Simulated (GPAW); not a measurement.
A series of runs on SiPt5Pb (P4/mmm, 7 atoms in the cell)

```
CELL_PARAMETERS angstrom
      4.00106     0.00000     0.00000
      0.00000     4.00106     0.00000
      0.00000     0.00000     7.21288
ATOMIC_POSITIONS crystal
  Si 0.00000 0.00000 0.50000
  Pt 0.00000 0.50000 0.30293
  Pt 0.00000 0.50000 0.69707
  Pt 0.50000 0.00000 0.30293
  Pt 0.50000 0.00000 0.69707
  Pt 0.00000 0.00000 0.00000
  Pb 0.50000 0.50000 0.00000
```

Base run A: PBEsol, GPAW PAW datasets PBEsol (made by gpaw-setup) (GPAW), self-consistent single point.

Its settings: mode = pw; ecut = 550 eV; xc = PBEsol; kpts = 5 5 3; mesh shift (steps) = 0 0 0; occupations.name = fermi-dirac; occupations.width = 0.1 eV; nbands = -11; convergence.density = 1e-05 e/electron; symmetry.symmorphic = false; symmetry.tolerance = 0.0005; maxiter = 100.

The starting cell comes from a database of computed structures (which also holds hypothetical and non-ambient phases and stackings), without a prior relaxation at this level. Spin polarisation is off. In the base run, with a pressure of about -4 GPa the cell is away from its equilibrium volume at this level.

ΔF is the free energy per atom less that of run A. A dash stands where there is no value to compare (another energy zero or no entropy term, no result, no spin, no clean gap, or a mesh too coarse for one). 

Run A gave: pressure (GPa) -3.64; largest force (eV/Å) 0.137; iterations 25; ending converged.

Runs:
- B: mixer.beta, mixer.nmaxold = 0.05, 1
- C: mixer.beta, mixer.nmaxold = 0.05, 2
- D: mixer.beta, mixer.nmaxold = 0.05, 3
- E: mixer.beta, mixer.nmaxold = 0.05, 8
- F: mixer.beta, mixer.nmaxold = 0.05, 12
- G: mixer.beta, mixer.nmaxold = 0.05, 16

Task: Which runs reach the base run's state, and which is quickest in iterations?

Result: Runs C, D, E, F, G ended on the same solution as A (within 1 meV/atom). Runs B gave no result. The fewest iterations to that state were 20 (F); the most were 67.

| run | ΔF (meV/atom) | pressure (GPa) | largest force (eV/Å) | iterations | ending |
|---|---|---|---|---|---|
| A | 0.00 | -3.64 | 0.137 | 25 | converged |
| B | – | – | – | 100 | not converged |
| C | 0.00 | -3.65 | 0.137 | 67 | converged |
| D | 0.00 | -3.65 | 0.136 | 34 | converged |
| E | 0.00 | -3.64 | 0.136 | 21 | converged |
| F | 0.00 | -3.65 | 0.138 | 20 | converged |
| G | 0.00 | -3.64 | 0.138 | 21 | converged |
